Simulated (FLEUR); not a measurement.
Input and output of a self-consistent single point for SrGe₃Pd (I4mm, 5 atoms in the cell) (FLEUR).

Method of the run: PBEsol, all-electron FLAPW (FLEUR), scalar-relativistic valence.

The change in words: lattice scaled by 0.98. Reference geometry:
```yaml
crystal:
  lattice:
    - [-2.24079, 2.24079, 5.14480]
    - [2.24079, -2.24079, 5.14480]
    - [2.24079, 2.24079, -5.14480]
  atoms:
    - { symbol: Sr, position: [0.99859, 0.99859, 0.00000] }
    - { symbol: Ge, position: [0.39970, 0.39970, 0.00000] }
    - { symbol: Ge, position: [0.75315, 0.25315, 0.50000] }
    - { symbol: Ge, position: [0.25315, 0.75315, 0.50000] }
    - { symbol: Pd, position: [0.64310, 0.64310, 0.00000] }
```

Reference input (self-consistent single point, DFT, PBEsol, all-electron FLAPW (FLEUR), scalar-relativistic valence): Kmax = 3.8 1/bohr; GmaxXC = 13.3 1/bohr; xcFunctional = PBEs; jspins = 1; l_soc = F; mode = gauss; fermiSmearingEnergy = 0.00367493 Htr; mesh (inpgen div1-3) = 6 6 6; inpgen gamma flag = true; Gmax = 13.3 1/bohr; numbands = 0; maxIterBroyd = 40. This run's input differs from it in these lines:

```diff
@@ -3,5 +3,5 @@
 &input film=f /
--4.2344888514 4.2344888514 9.7222535173
-4.2344888514 -4.2344888514 9.7222535173
-4.2344888514 4.2344888514 -9.7222535173
+-4.1497988854 4.1497988854 9.5278082580
+4.1497988854 -4.1497988854 9.5278082580
+4.1497988854 4.1497988854 -9.5278082580
 1.0
@@ -47,5 +47,5 @@
          <bravaisMatrix>
-            <row-1>   -4.2344888514000001     4.2344888514000001     9.7222535173000004</row-1>
-            <row-2>    4.2344888514000001    -4.2344888514000001     9.7222535173000004</row-2>
-            <row-3>    4.2344888514000001     4.2344888514000001    -9.7222535173000004</row-3>
+            <row-1>   -4.1497988854000001     4.1497988854000001     9.5278082580000003</row-1>
+            <row-2>    4.1497988854000001    -4.1497988854000001     9.5278082580000003</row-2>
+            <row-3>    4.1497988854000001     4.1497988854000001    -9.5278082580000003</row-3>
          </bravaisMatrix>
```

Log, with long lists cut:

```
 Iteration:     1   Distance:       8.73068743 me/bohr^3
 Iteration:     2   Distance:       7.19423702 me/bohr^3
 Iteration:     3   Distance:       3.49410588 me/bohr^3
 Iteration:     4   Distance:       2.40959412 me/bohr^3
 Iteration:     5   Distance:       2.93803004 me/bohr^3
   [... 11 lines left out ...]
 Iteration:    17   Distance:       0.00003596 me/bohr^3
 Iteration:    18   Distance:       0.00003215 me/bohr^3
 Iteration:    19   Distance:       0.00001765 me/bohr^3
 Iteration:    20   Distance:       0.00000381 me/bohr^3
 Reset of history
 Run finished successfully
 Stop message:
   Structural relaxation: new displacements generated

[file out, last iteration]
             iter=     21
[...]
          total density-effective poten   -2.3457623409E+04
          total charge density-energy d   -4.7977594655E+02
 Updated energy parameters for spin:           1
[...]
 fermi energy and band-weighting factors:

[...]
FERMIE:
          first approx. to ef    (T=0)  :   0.345003 htr   (energy of the highest occ. eigenvalue)
          number of occ. states  (T=0)  :       1017
          first approx. to seigv (T=0)  : -25.960454 htr
          sum of weights of occ. states :  34.009259
          sum of semicore charge        :   0.000000 e
          fermi energy=   0.34472 har   work function=  -9.38019 ev
          number of valence electrons=  68.00000
   [... lines left out ...]
          total moment                 =     0.00000
 Direct bandgap for spin            1 :    1.3172521151624039E-002  Htr
 ---->    free energy=                    -14515.3466234147 htr
   [... lines left out ...]
 TOTAL FORCE FOR ATOM TYPE=  2  X=  0.000   Y=  0.000   Z=  7.617
                       FX_TOT= 0.000000 FY_TOT= 0.000000 FZ_TOT= 0.007185
 TOTAL FORCE FOR ATOM TYPE=  3  X=  4.150   Y=  0.000   Z= -4.704
                       FX_TOT= 0.000000 FY_TOT= 0.000000 FZ_TOT=-0.001851
 TOTAL FORCE FOR ATOM TYPE=  4  X=  0.000   Y=  0.000   Z= -6.801
                       FX_TOT= 0.000000 FY_TOT= 0.000000 FZ_TOT=-0.005085
```

The run converged in 20 iterations. FLEUR gives forces in its relaxation mode, with a further iteration, so its stop message speaks of a relaxation. 

The starting cell comes from a database of computed structures (which also holds hypothetical and non-ambient phases and stackings), without a prior relaxation at this level. For this run, on top of that: lattice scaled by 0.98. Spin polarisation is off. Values depend on the basis (sphere radii, cutoffs, local orbitals), which need not be converged. The log's line on a gap gives a spacing of levels on this mesh, which the program prints for metals too.

These are the values that this program gave, and no reference: the default basis lacks the next d shell.

Cost on one core of a shared machine: roughly 6 min.
